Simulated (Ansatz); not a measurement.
**Pressure series in GaN**

Take GaN in the zinc blende structure (space group F-43m, No. 216; a = 4.549 Å) as the base.

Cell and atoms are relaxed at each pressure.

Calculations: plane-wave PAW DFT at the PBE level (Ansatz, a quantum-chemistry and plane-wave program, 420 eV), scalar-relativistic without spin-orbit coupling, earlier PAW set.

Notes on the quantities. hole mass: degenerate bands, along [100].

```tsv
case	lattice parameter a	hole mass
base	4.549 Å	0.15, 0.90, 0.90 mₑ (at Γ)
pressure −2 GPa	?	0.14, 0.90, 0.90 mₑ (at Γ)
pressure −1 GPa	4.558 Å	0.14, 0.90, 0.90 mₑ (at Γ)
pressure 0.3 GPa	4.546 Å	0.15, 0.90, 0.90 mₑ (at Γ)
pressure 0.7 GPa	4.543 Å	0.15, 0.89, 0.89 mₑ (at Γ)
pressure 1.5 GPa	4.536 Å	0.15, 0.89, 0.89 mₑ (at Γ)
pressure 3 GPa	?	0.15, 0.89, 0.89 mₑ (at Γ)
pressure 5 GPa	4.508 Å	0.16, 0.88, 0.88 mₑ (at Γ)
pressure 7.5 GPa	4.489 Å	0.17, 0.87, 0.87 mₑ (at Γ)
pressure 10 GPa	4.471 Å	0.17, 0.87, 0.87 mₑ (at Γ)
```

### Question
Fill in the withheld entries from the trend.

### Answer

- pressure −2 GPa, lattice parameter a: 4.567 Å
- pressure 3 GPa, lattice parameter a: 4.524 Å

The levels and masses belong to the bands next to the band gap. Load acts through the strain it causes; cell and atoms are relaxed under it. Masses are band curvatures over ±0.01 Å⁻¹ around the edge. Whether these cells are dynamically stable was not tested. Tetrahedral semiconductors of this kind turn to denser phases somewhere between about 1 and 50 GPa; those were not computed, so compressed cells here can lie past the real transition. This is not the structure that GaN has at room temperature and ambient pressure.
